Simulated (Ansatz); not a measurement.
Band structure of NaNiO2 (P2_1/c, 8 atoms in the cell).

```xyz
8
Lattice="5.4021 0.0000 0.0000 0.0000 3.0009 0.0000 -1.4208 0.0000 4.8017" Properties=species:S:1:pos:R:3 pbc="T T T"
Na     1.9907     1.5004     2.4008
Na     2.7011     0.0000     0.0000
Ni     0.0000     1.5004     0.0000
Ni    -0.7104     0.0000     2.4008
O      3.9790     1.3678     1.2599
O      0.0024     1.6331     3.5418
O      0.7128     2.8682     1.1410
O      3.2686     0.1327     3.6607
```
Moments meant for the start (each program seeds them in its own way; μB, in the order of the atoms Na Na Ni Ni O O O O): 0.0 0.0 2.0 2.0 0.0 0.0 0.0 0.0.

Level of theory: PBEsol, PAW files made with PBE (plane waves; Ansatz, a first-principles code).

Settings: kpoints.mp_grid.grid = 3 5 3; hamiltonian.xc = pbesol; hamiltonian.pseudopotentials = {kind: paw} (the program's default PAW files); magnetization.spin_polarized = true; scf.occupations.method = fermi_dirac; scf.occupations.width = 0.05 eV; kpoints.band_path.npoints = 8.

The starting cell comes from a database of computed structures (which also holds hypothetical and non-ambient phases and stackings), without a prior relaxation at this level. The magnetic order is the one reached from the typed start; others were not searched systematically.

Levels in eV from the Fermi level, bands 37 to 44 of the first spin channel:
| point | 37 | 38 | 39 | 40 | 41 | 42 | 43 | 44 |
|---|---|---|---|---|---|---|---|---|
| Γ | -1.79 | -1.57 | -0.01 | 0.00 | 0.47 | 0.87 | 3.35 | 6.99 |
| Y | -1.75 | -1.44 | -0.09 | 0.01 | 0.45 | 0.91 | 5.30 | 5.97 |
| H | -1.45 | -1.33 | -0.54 | -0.49 | 0.19 | 0.23 | 6.02 | 6.48 |
| C | -1.33 | -1.33 | -0.69 | -0.69 | 0.14 | 0.14 | 6.27 | 6.27 |
| E | -1.74 | -1.74 | -0.21 | -0.21 | 0.64 | 0.64 | 6.94 | 6.94 |
| M1 | -1.72 | -1.72 | -0.27 | -0.27 | 0.59 | 0.59 | 7.16 | 7.16 |
| A | -1.71 | -1.71 | -0.32 | -0.32 | 0.58 | 0.58 | 8.18 | 8.18 |
| X | -1.54 | -1.54 | -0.36 | -0.36 | 0.29 | 0.29 | 5.44 | 5.44 |
| H1 | -1.45 | -1.33 | -0.54 | -0.49 | 0.19 | 0.23 | 6.02 | 6.48 |

No band crosses the Fermi level by more than 0.03 eV along this path.

The net moment of the cell came out as 2.00 μB.

Keys are those of Ansatz 0.2.
